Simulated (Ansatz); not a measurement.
Levels about the gap of amorphous Si$_{14}$Sn$_{10}$O$_{38}$ (62 atoms in a cell of 1036 Å³, 3.51 g/cm³; zone centre alone, so wide bands show as single levels with stretches between that a denser mesh fills), at the geometry that PBE relaxed, where it gives 0.0 GPa on a denser mesh. The participation number counts the atoms over which a state spreads; weights are charges in smoothed Voronoi cells. The levels come from a single point, so bond lengths are those of that geometry. Method of the levels: r2SCAN, scalar-relativistic without spin-orbit coupling (Ansatz, a program for electronic structure). Sampling: the zone centre alone; Fermi-Dirac width 0.02 eV; no spin polarisation.

It comes from a melt-quench run on a machine-learned potential (CHGNet), relaxed afterwards by DFT. O atoms were pushed apart under 1.9 Å during the dynamics, to hinder bonds among them. The hot cell started wider than the set density and was brought back towards it in steps. It is the lowest in DFT energy of 2 quenches. It is a model cell: composition and starting density were chosen by hand, and all elements were melted together. No dispersion term was used. Its density started from a set value of 3.60 and ended at 3.51 g/cm³. The simulated quench (nominally 240 K/ps over its main leg) is rapid and tends to freeze in more defects than a deposited or slowly cooled glass has. One small periodic cell is one sample of the glass; other quenches scatter about these values. Volume and shape were free in the relaxation.

```json
[
 {"E - E(highest filled), eV": "-0.68", "filling": "filled", "participation number": "15.6", "largest on": "Sn, 3 neighbours", "weight Sn": "0.42", "weight O": "0.55", "weight Si": "0.03"},
 {"E - E(highest filled), eV": "-0.60", "filling": "filled", "participation number": "13.2", "largest on": "Sn, 3 neighbours", "weight Sn": "0.45", "weight O": "0.52", "weight Si": "0.02"},
 {"E - E(highest filled), eV": "-0.48", "filling": "filled", "participation number": "15.4", "largest on": "Sn, 3 neighbours", "weight Sn": "0.46", "weight O": "0.51", "weight Si": "0.02"},
 {"E - E(highest filled), eV": "-0.24", "filling": "filled", "participation number": "17.3", "largest on": "Sn, 3 neighbours", "weight Sn": "0.45", "weight O": "0.52", "weight Si": "0.02"},
 {"E - E(highest filled), eV": "-0.17", "filling": "filled", "participation number": "15.3", "largest on": "Sn, 3 neighbours", "weight Sn": "0.49", "weight O": "0.49", "weight Si": "0.03"},
 {"E - E(highest filled), eV": "-0.13", "filling": "filled", "participation number": "15.6", "largest on": "Sn, 3 neighbours", "weight Sn": "0.46", "weight O": "0.51", "weight Si": "0.02"},
 {"E - E(highest filled), eV": "0.00", "filling": "filled", "participation number": "9.1", "largest on": "Sn, 3 neighbours", "weight Sn": "0.46", "weight O": "0.52", "weight Si": "0.02"},
 {"E - E(highest filled), eV": "3.53", "filling": "empty", "participation number": "12.2", "largest on": "Sn, 3 neighbours", "weight Sn": "0.57", "weight O": "0.40", "weight Si": "0.03"},
 {"E - E(highest filled), eV": "3.55", "filling": "empty", "participation number": "5.2", "largest on": "Sn, 3 neighbours", "weight Sn": "0.61", "weight O": "0.37", "weight Si": "0.02"},
 {"E - E(highest filled), eV": "3.77", "filling": "empty", "participation number": "10.1", "largest on": "Sn, 3 neighbours", "weight Sn": "0.54", "weight O": "0.43", "weight Si": "0.03"},
 {"E - E(highest filled), eV": "3.84", "filling": "empty", "participation number": "17.4", "largest on": "Sn, 3 neighbours", "weight Sn": "0.54", "weight O": "0.43", "weight Si": "0.03"},
 {"E - E(highest filled), eV": "4.17", "filling": "empty", "participation number": "15.4", "largest on": "Sn, 3 neighbours", "weight Sn": "0.54", "weight O": "0.43", "weight Si": "0.03"},
 {"E - E(highest filled), eV": "4.23", "filling": "empty", "participation number": "11.2", "largest on": "Sn, 3 neighbours", "weight Sn": "0.52", "weight O": "0.44", "weight Si": "0.04"},
 {"E - E(highest filled), eV": "4.28", "filling": "empty", "participation number": "14.2", "largest on": "Sn, 3 neighbours", "weight Sn": "0.53", "weight O": "0.43", "weight Si": "0.03"}
]
```

Most localised among these is the empty level at +3.55 eV, on a Sn atom, which has 3 neighbours (O 2.15 Å, O 2.18 Å, O 2.55 Å).
